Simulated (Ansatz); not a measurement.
The starting structures come from a database of crystals and need not be the phases stable at ambient conditions.

The decay constant κ of evanescent states in the gap governs leakage through a thin film.

Input:

```yaml
crystal:
  lattice:
    - [6.74099, 0.00000, 0.00000]
    - [0.81150, 6.69197, 0.00000]
    - [1.26957, 1.12492, 5.29353]
  atoms:
    - { symbol: Na, position: [0.30199, 0.69801, 0.75000] }
    - { symbol: Na, position: [0.69801, 0.30199, 0.25000] }
    - { symbol: Ga, position: [0.90527, 0.09473, 0.75000] }
    - { symbol: Ga, position: [0.09473, 0.90527, 0.25000] }
    - { symbol: Ge, position: [0.80718, 0.61628, 0.72418] }
    - { symbol: Ge, position: [0.19282, 0.38372, 0.27582] }
    - { symbol: Ge, position: [0.38372, 0.19282, 0.77582] }
    - { symbol: Ge, position: [0.61628, 0.80718, 0.22418] }
    - { symbol: O, position: [0.91672, 0.36912, 0.80396] }
    - { symbol: O, position: [0.08328, 0.63088, 0.19604] }
    - { symbol: O, position: [0.63088, 0.08328, 0.69604] }
    - { symbol: O, position: [0.36912, 0.91672, 0.30396] }
    - { symbol: O, position: [0.97738, 0.81578, 0.62686] }
    - { symbol: O, position: [0.02262, 0.18422, 0.37314] }
    - { symbol: O, position: [0.18422, 0.02262, 0.87314] }
    - { symbol: O, position: [0.81578, 0.97738, 0.12686] }
    - { symbol: O, position: [0.64689, 0.62781, 0.50804] }
    - { symbol: O, position: [0.35311, 0.37219, 0.49196] }
    - { symbol: O, position: [0.37219, 0.35311, 0.99196] }
    - { symbol: O, position: [0.62781, 0.64689, 0.00804] }
```

Space group of this cell: C2/c. The cell is taken as given; by r2SCAN its mean pressure is -6.8 GPa.

Transport runs along the normal of the first two printed cell vectors.

No gap correction and no spin-orbit coupling; mid-gap values are interpolated between computed energies.

Estimate the band gap and the smallest decay constant κ at mid-gap that r2SCAN in Ansatz (a first-principles code) returns for this system.

Gap 3.28 eV on a 6×6×6 mesh; κ = 0.288 1/Å, at the zone centre.
